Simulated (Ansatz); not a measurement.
A periodic model of amorphous Zr18Si48O132:

```xyz
198
Lattice="14.4104 0.0419 0.0117 0.0419 13.9056 -0.0612 0.0117 -0.0612 14.4794" Properties=species:S:1:pos:R:3 pbc="T T T"
Zr     1.5032     3.3577     3.9431
Zr     7.7692     1.6438     5.1980
Zr    13.7491     6.9301     7.0589
Zr     7.4110     2.2630     8.9609
Zr     6.9668     1.7904    12.4226
Zr     4.8239     3.6198    10.4624
Zr    12.6998     2.2196     2.7934
Zr    12.3372     4.3943    13.4786
Zr     0.6657    13.0279    11.7293
Zr    13.7655     5.8540    10.2762
Zr    12.7870     0.7085    14.0659
Zr     7.3612     3.7487     1.1106
Zr    14.1759     0.1481     5.5415
Zr     8.6410    12.4084     4.9958
Zr    10.8794     4.8471     8.5327
Zr     8.0848     4.8436     4.7724
Zr     8.9876     6.3352    13.3164
Zr     4.5076     1.4473     1.9769
Si    10.8275    10.7174     3.1104
Si     7.5252     7.0420     2.1557
Si     1.3366     3.4260     9.7540
Si    12.8321    11.3438     0.7770
Si     3.3431    12.8993     3.5762
Si    10.2338     9.1088     5.4354
Si     2.2205     8.3405     5.7020
Si    10.7898     3.6215     5.3311
Si     5.7825    11.3823     2.7976
Si     9.9275     1.3328     1.3793
Si     7.2465     9.2196     4.5075
Si     4.5600     6.6238    11.9399
Si     1.5556    10.5572     9.4649
Si     5.4705    13.8210     9.9627
Si     7.2257     6.6284     7.8149
Si     3.2721     6.2236     4.0795
Si    11.9243     2.6240    10.6881
Si    11.1573     9.7648    10.5625
Si     9.5158     1.1389    11.2552
Si     3.7557     1.3251     5.2465
Si     3.1628     9.1445    11.3758
Si     8.0225     4.8439    10.2629
Si     1.1544    10.9365     4.4696
Si     5.6922    13.6922     6.9814
Si     7.6732     9.6376    13.4215
Si     3.5402    11.6672    13.0766
Si     3.2779    12.8366     8.2276
Si     3.6685     3.0360    13.6518
Si    11.4497     6.4207     4.4644
Si     5.4944     7.8815     0.0303
Si     6.4302    12.3735    12.3691
Si    13.5290     9.1692     8.6390
Si    11.6544    12.7237    11.0755
Si     9.6385     8.2276     8.3433
Si     9.5845     8.9372     0.8749
Si     0.9539     0.7045     8.6352
Si    10.8732    13.6894     6.1892
Si     7.5254    13.7011     2.0603
Si    12.9798     5.0711     2.1717
Si     5.0155     7.5879     6.1031
Si     0.6606     2.6084    12.6985
Si     1.7312     6.9927    12.6150
Si    11.9028     8.9155    13.4760
Si     3.5784     9.8095     1.0754
Si    12.4424     0.4195     8.7177
Si     0.5848     9.5907     1.9662
Si     3.8962     4.3803     1.7644
Si    14.1296     7.2871     0.3389
O      1.0633     2.3006     8.5643
O      5.6686     6.9510     7.4402
O     13.5901     1.4010     1.2221
O      8.1722     0.8999    10.3536
O      8.9560     3.9925     9.1731
O      4.8214    10.2933     2.0655
O     14.1732     4.2815     3.0066
O      0.8888    11.3291    10.7273
O      5.5562     1.3408    10.7920
O      3.1057     6.1335    12.4993
O      3.9943     8.3693     0.4265
O     11.2254     0.5724     7.6466
O      9.9248     9.1283     9.6935
O     13.9374     7.6844     9.2181
O     13.9079     0.3303     7.7922
O      2.0919     8.5910    12.4829
O     10.9807     1.2650     2.6488
O     10.3406     8.9726     7.0450
O      7.3282    11.0003    12.5658
O      1.1914     7.3742     6.4835
O      0.4418     3.0894    11.1135
O      2.3243    11.6373     3.5728
O      7.1202    13.7542    12.8477
O      8.7391     7.5379     1.1563
O     10.4196     7.6678     4.6717
O      7.1139     3.5805    10.8658
O      9.5820     0.4349     5.4016
O     10.8942     3.7128     6.9361
O      2.2369     2.8057    12.9378
O      4.7947     3.1441    12.4785
O     11.5245     8.8682    11.8912
O      3.5781     4.4425     0.1695
O     10.2114     6.7204     8.5474
O     12.0691     3.0317     4.6298
O      3.7009     5.8064     2.5461
O      0.7197     4.8100     9.2034
O      5.0786     5.5511    10.8703
O      2.9848    13.7956     4.9062
O      0.0140     1.5419     4.1698
O     12.4438     9.8743     9.5911
O     10.4537     2.0599    10.2866
O      2.4303     9.2663     9.9274
O      7.8304     5.2276    14.4573
O     12.9669    12.9606    12.0298
O     12.8298     5.5423    12.0626
O     14.3310    10.6959     0.9307
O      6.7722     2.6249    14.1564
O      5.7064     3.1261     8.7103
O     12.6692     6.3833     5.4941
O      3.6776    10.6053    11.8399
O      2.1912     9.4999     1.8481
O     12.0741     6.1841     2.9803
O     10.2275     9.4483     2.2577
O      2.9169     3.4445    10.0330
O     10.4799    13.7424    11.5576
O      9.6690    11.8158     3.4120
O     13.0319     8.7645     7.1371
O      0.1956    10.0646     3.4772
O      6.9700    13.2744     6.0741
O      6.0846    12.5391    10.7489
O      8.9683     1.9491    12.5381
O      7.2303     5.8573     9.2389
O      3.3095    13.7902     2.2273
O     14.1771     3.4878    13.7568
O      8.3151     8.2984    12.7712
O      4.6574     6.4089     4.9889
O      2.5200     2.3826     5.3941
O     12.3093    13.7492     5.3688
O      0.7534     6.5527    11.4318
O      0.3458    12.1845     5.1581
O     10.6244     5.3904    13.7769
O      4.8775    12.3354     3.7479
O     12.0758    11.2915     2.2436
O     11.2321    10.1075     4.6031
O      2.5492    11.4625     8.5538
O      6.7978    12.2255     1.8292
O     12.1353     2.5939    12.2981
O      8.7770     5.6205    11.4480
O      5.5417     6.7817    13.2592
O     12.8419     1.6466     9.7023
O     12.0424    10.4054    14.1119
O      6.8611     3.3818     4.6863
O      2.2343     5.0608     4.5798
O      6.2733     9.2104    14.1649
O     13.2404     8.0413    13.7360
O      1.7431     9.8967     5.5667
O     10.9054     1.2903     0.0618
O      6.1170     8.6572     5.5017
O      5.3702     3.6884     1.9643
O     14.3421     8.1522     1.7026
O      0.1906     1.0110    12.8301
O     10.6752     8.2049    14.3075
O      6.8187    10.6792     3.8970
O      0.3813    10.1140     8.4429
O      7.8774     1.9258     7.0809
O      3.6645     8.3934     6.4826
O      8.7034    10.1127     0.1876
O      8.9422    13.9245     1.2915
O      1.1206     6.7698    14.1151
O     12.0917     3.8346     1.5930
O      2.8463     3.2435     2.4635
O      7.7791    13.8815     3.6984
O      2.3128    12.6988    12.7947
O      5.0113    12.3452    13.1910
O      6.2209     0.1772     8.5634
O      6.1243     7.1374     1.3564
O      3.9039    13.5372     9.5677
O      3.9469     1.8243     0.1255
O      6.3923     0.9195     1.7372
O      4.5261    12.5502     7.2002
O      2.0784    -0.0227     7.6839
O      4.7133     1.6546     3.9982
O     10.3786     5.1748     4.7664
O      7.7703     5.5663     2.8408
O      7.8314     5.7964     6.5012
O      7.5443     8.1032     3.3924
O     10.1648    12.2159     6.3289
O      2.5133     7.6750     4.2026
O     12.7301     5.6520     8.2587
O     13.3787     5.8769     0.7675
O      4.4150     8.1097    11.2527
O      8.0423     8.0537     8.0065
O      4.8368     1.1065     6.4869
O      3.2502    10.9664     0.0067
O     12.0067     4.1319    10.0838
O      8.6646     9.6856     5.2203
O     12.1877    12.9901     9.5212
O      8.9795     2.6682     1.5885
O     12.9368    12.8466     0.2528
O     10.9064    11.2766    11.0980
O      0.9364     0.1202    10.1168
O      9.2892     3.0733     4.9032
```

Calculation: PBE, scalar-relativistic without spin-orbit coupling (plane waves to 420 eV, PAW; Ansatz, a program for electronic structure).

The cell was made by melting and quenching with the CHGNet potential and then relaxed with DFT. O atoms were pushed apart under 1.9 Å during the dynamics, to hinder bonds among them. The hot cell started wider than the set density and was brought back towards it in steps. It is the lowest in DFT energy of 8 quenches. It is a model cell: composition and starting density were chosen by hand, and all elements were melted together. No dispersion term was used. Its density started from a set value of 2.92 and ended at 2.92 g/cm³. Cooling (nominally 300 K/ps over its main leg) ran many orders faster than in experiment, which tends to leave more defects and strain. One small periodic cell is one sample of the glass; other quenches scatter about these values. The volume was held where the preparation left it and the shape relaxed, at a PBE pressure of 0.8 GPa. Stress components on the final sampling reach 0.8 GPa.

Bonds are counted up to Zr-Zr 3.41 Å, Zr-Si 2.93 Å, Zr-O 2.80 Å, Si-Si 2.60 Å, Si-O 1.90 Å, O-O 1.58 Å. Two cations that share two anions don't count as bonded, nor two that share one unless they lie closer than Zr-Zr 3.32 Å, Zr-Si 2.85 Å, Si-Si 2.38 Å.

**Question.** Give the coordination numbers, mean bond lengths and angles.

**Answer.** 
* **Mean coordination of Zr by anions**: 5.72 (1 with 4, 6 with 5, 8 with 6, 3 with 7)
* **Mean coordination of Si by anions**: 4.00 (48 with 4)
* **Mean coordination of O**: 2.23 (103 with 2, 27 with 3, 2 with 4)
* **Mean Si-O bond**: 1.637 Å (spread 0.023 Å, 192 counted)
* **Mean Zr-O bond**: 2.161 Å (spread 0.233 Å, 103 counted)
* **Bond angle at Zr**: mean 102.8°, spread 28.5°
* **Bond angle at Si**: mean 109.4°, spread 4.8°
* **Bond angle at O**: mean 127.8°, spread 21.2°

**Question.** List the pairs of like atoms that count as bonded by the rules above.

**Answer.** There are none by these rules.
